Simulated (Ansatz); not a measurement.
Magnetic orders in NiO

The reference is NiO in the rock salt structure (space group Fm-3m, No. 225; ferromagnetic).

NiO is modelled in the cubic space group Fm-3m (No. 225), the rock salt structure, Pearson symbol cF8. Conventional cell: a = b = c = 4.2042 Å, α = β = γ = 90.00°. O on 4a is surrounded by 6 Ni at 2.102 Å (octahedral). Ni on 4b sees 6 O at 2.102 Å (octahedral). (Neighbours: up to the widest gap in distance over summed covalent radii, below 1.35, at either atom; cation-cation and far metal-metal contacts left out.)
(The calculation used a cell of 2 atoms; values per cell refer to that cell.)

Each order is relaxed in cell and atoms; arrows give the starting signs on the magnetic atoms.

The values are results of Ansatz (a program for electronic structure), PBEsol+U (U_eff on d states: Ni 6.20 eV), PAW, cutoff 420 eV, without spin-orbit coupling, not measurements.

Candidates:
(a) non-magnetic
(b) ↑↓ start, q = (0, 0, 1/2), 4 atoms
(c) ↑↓ start, q = (0, 1/2, 1/2), 4 atoms

Before the change:

- Volume per atom: 9.29 Å³

Q: Order them by volume per atom, highest first.

A: (c) ↑↓ start, q = (0, 1/2, 1/2), 4 atoms (9.30 Å³), (b) ↑↓ start, q = (0, 0, 1/2), 4 atoms (9.16 Å³), (a) non-magnetic (8.56 Å³)

The magnetic state is the one reached from the starting moments; the real material's order can differ, and small cells can't hold many antiferromagnetic ones. No phonon test of stability was made. Where the two band edges lie in opposite spin channels, the gap is a spin-flip gap. Spin-polarised in the final run: base, ↑↓ start, q = (0, 0, 1/2), 4 atoms and ↑↓ start, q = (0, 1/2, 1/2), 4 atoms; the other runs are not. In its common phase, real NiO is an antiferromagnetic insulator at low temperature. The U values are a database's picks, fitted on other projectors than the ortho-atomic ones used here.
